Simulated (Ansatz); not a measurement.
C on the 1x1 (0001) surface of hcp Ru, one in a 3x3 cell, energies for each (57.7 Å²). Energies are against an atom of graphite, without zero-point or thermal terms; each row is named by its start.

These are PBE (plane waves to 420 eV, PAW; Ansatz, a program for electronic structure) values and carry that method's errors.

Model: 37-atom slab, 6.3 Å thick at the start under the adsorbate (thin: gaps and levels are the slab's own), 4x4x1 mesh, Fermi-Dirac 0.1 eV, dipole correction, 18 atoms held, the rest relaxed; each run with such symmetry as its start has; spin where the adsorbate may keep a moment, no spin-orbit, no U, no dispersion correction.

A negative adsorption energy means that the adsorbate is more stable on the surface than in its reference. Heights count from the host atoms within 0.3 Å of the top one.

```json
[
 {"starting site": "top Ru", "E_ads (eV)": "___", "height (Å)": "1.69", "nearest host atom (Å)": "Ru 1.69", "bonded to": "Ru", "Δ work function (eV)": "0.45", "lateral drift (Å)": "0.0", "moment (μB)": "0.0"},
 {"starting site": "hollow Ru-Ru-Ru", "E_ads (eV)": "___", "height (Å)": "___", "nearest host atom (Å)": "Ru 1.92", "bonded to": "3 Ru", "Δ work function (eV)": "0.18", "lateral drift (Å)": "0.0", "moment (μB)": "–"},
 {"starting site": "hollow Ru-Ru-Ru over Ru at depth 2.1 Å", "E_ads (eV)": "0.09", "height (Å)": "___", "nearest host atom (Å)": "Ru 1.92", "bonded to": "3 Ru", "Δ work function (eV)": "0.20", "lateral drift (Å)": "0.0", "moment (μB)": "–"}
]
```

Task: What belongs in the gaps?

Result: 
- top Ru, E_ads (eV): 2.39
- hollow Ru-Ru-Ru, E_ads (eV): 0.66
- hollow Ru-Ru-Ru, height (Å): 1.08
- hollow Ru-Ru-Ru over Ru at depth 2.1 Å, height (Å): 1.02
